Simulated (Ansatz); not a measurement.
An Ansatz (a quantum-chemistry and plane-wave program) input for (Al,Ta)N alloy cell Al3TaN4 (rock salt start):

Ansatz 0.2 input:
```yaml
crystal:
  lattice:
    - [0.090293754, 4.250472916, 4.182474932]
    - [4.272776319, 0.000008239, 4.272760507]
    - [4.182497937, 4.250480303, 0.090286781]
  atoms:
    - { symbol: Al, position: [-0.000638682, -0.000943355, 0.000698329] }
    - { symbol: Al, position: [0.000378952, -0.000367136, 0.500513668] }
    - { symbol: Ta, position: [-0.000250425, 0.500285024, 0.000189124] }
    - { symbol: Al, position: [0.000319669, 0.499193942, 0.501011872] }
    - { symbol: Al, position: [0.499293852, 0.000361419, -0.000027398] }
    - { symbol: Al, position: [0.500059951, 0.000951079, 0.499958088] }
    - { symbol: Al, position: [0.499570309, 0.500444131, -0.00025369] }
    - { symbol: Ta, position: [0.49993611, 0.49992626, 0.50000115] }
    - { symbol: N, position: [0.258955036, 0.241012616, 0.258691884] }
    - { symbol: N, position: [0.250355296, 0.224323562, 0.74942045] }
    - { symbol: N, position: [0.241337844, 0.759087118, 0.240865076] }
    - { symbol: N, position: [0.249978889, 0.775696232, 0.749938608] }
    - { symbol: N, position: [0.749988594, 0.224388058, 0.24996756] }
    - { symbol: N, position: [0.759068601, 0.241318181, 0.758562762] }
    - { symbol: N, position: [0.75044401, 0.775602943, 0.249475292] }
    - { symbol: N, position: [0.741202016, 0.758719912, 0.740987234] }
basis:
  ecutwfc: 420
  ecutrho_ratio: 4
  xc_grid: 2
kpoints:
  mp_grid: { grid: [5, 5, 5] }
hamiltonian:
  xc: pbe
  dispersion: none
  pseudopotentials: { kind: paw }
scf:
  n_extra_bands: 19
  occupations: { method: fermi_dirac, width: 0.05 }
output:
  forces: true
  stress: true
relax:
  f_tol: 0.03
  max_steps: 90
  cell: { stress_tol: 0.15 }
```

Calculation: PBE (plane waves to 420 eV, PAW; Ansatz). Scalar-relativistic, without spin–orbit coupling; the runs are not spin-polarised. Its k-point mesh 5×5×5, Fermi–Dirac width 0.05 eV.

### Question
Write the closing report of this run, without the band table and long remarks, to eight decimals at most.

### Answer
```
SCF converged after 7 iterations
Free energy (F): -26176.203198 eV
Harris-Foulkes:  -26176.203198 eV  (|F-HF|=1.82e-11)
Internal energy: -26176.182455 eV  (E = F + TS)
E sigma→0 (E₀):  -26176.192827 eV
Entropy (-TS):   -0.020742 eV (-1.296 meV/atom)
Fermi energy:    15.429171 eV
--- Per-component energies (eV) ---
  E_band       = 24.352346
  E_kinetic    = 1967.903545
  E_local      = -3059.974065  (includes V_loc(G=0)·N_el)
  E_nonlocal   = 444.323579
  E_hartree    = 1146.547119
  E_xc         = -1175.274163
  E_vxc        = -1219.381612  (∫ρ·V_xc dr)
  E_paw        = -20615.965049  (= ΣΔE_a)
  E_vpaw       = -401.614420  (= ΣTr[D̂ρ^β])
  E_aug_tail   = 0.001084  (compensation charges beyond the density's cutoff)
  E_ewald      = -4883.744504
  E_smearing   = -0.020742  (= −TS)
  E_closure    = 0.000000  (closes the sum)
  Σ components = -26176.203198   (vs F -26176.203198, Δ=0.00e0)
--- Forces (eV/Å), atoms counted from 1 ---
  atom   1  Al    -0.00395530     0.00002497     0.00382045
  atom   2  Al     0.00043218     0.00178486     0.00040636
  atom   3  Ta    -0.00348585     0.00017099     0.00339654
  atom   4  Al    -0.00049316     0.00184777    -0.00038020
  atom   5  Al    -0.00026738    -0.00167492    -0.00033885
  atom   6  Al     0.00398991    -0.00005171    -0.00399252
  atom   7  Al     0.00048267    -0.00184134     0.00027301
  atom   8  Ta     0.00341399     0.00004106    -0.00320533
  atom   9  N     -0.00025515     0.00188963     0.00022340
  atom  10  N     -0.00214894    -0.00003692    -0.00223929
  atom  11  N      0.00028987    -0.00195024    -0.00030960
  atom  12  N      0.00225459    -0.00003637     0.00224228
  atom  13  N     -0.00354352     0.00003212    -0.00343012
  atom  14  N      0.00026102     0.00187076    -0.00024217
  atom  15  N      0.00333502    -0.00004919     0.00352877
  atom  16  N     -0.00030995    -0.00202148     0.00024725
  max |Σ_I F_I| component: 2.08e-9 eV/Å
--- Stress (GPa, compression-positive) ---
        0.003033      -0.000251       0.001769
       -0.000251       0.004723      -0.000275
        0.001769      -0.000275       0.003209
  P = ⅓ Tr σ = 0.0037 GPa (0.037 kbar)
--- Relaxed structure (17 steps of the walk, 13 accepted, 2 SCFs on fresh bases) ---
  F+E_penalty+E_count = -26176.20319779 eV   max|allowed force component| = 3.993e-3 eV/Å   (the final SCF, on the basis selected at the relaxed cell)
  cell:  # Å, volume = 147.8313 Å³
    - [0.07739149, 4.19431400, 4.19867759]
    - [4.27605819, 1.47335591e-5, 4.27605454]
    - [4.19868134, 4.19431420, 0.07739203]
  atoms:
    - { symbol: Al, position: [0.00216015, 1.12198404e-6, -0.00216075] }
    - { symbol: Al, position: [0.00427077, -0.00627543, 0.50426853] }
    - { symbol: Ta, position: [-0.02500477, 0.50000144, 0.02500402] }
    - { symbol: Al, position: [0.00426673, 0.49774197, 0.50426778] }
    - { symbol: Al, position: [0.49572944, 0.00627462, -0.00427116] }
    - { symbol: Al, position: [0.49784103, -5.75841990e-8, 0.50215872] }
    - { symbol: Al, position: [0.49573406, 0.50225857, -0.00426982] }
    - { symbol: Ta, position: [0.52500185, 0.49999907, 0.47499779] }
    - { symbol: N, position: [0.25647162, 0.24284391, 0.25783891] }
    - { symbol: N, position: [0.24999917, 0.23411477, 0.74999887] }
    - { symbol: N, position: [0.24352932, 0.75715697, 0.24216009] }
    - { symbol: N, position: [0.25000137, 0.76588398, 0.75000158] }
    - { symbol: N, position: [0.74999709, 0.21954606, 0.24999815] }
    - { symbol: N, position: [0.75783954, 0.24284275, 0.75647213] }
    - { symbol: N, position: [0.75000152, 0.78045349, 0.25000560] }
    - { symbol: N, position: [0.74216114, 0.75715675, 0.74352955] }
```

Cost: roughly 14 core-minutes.
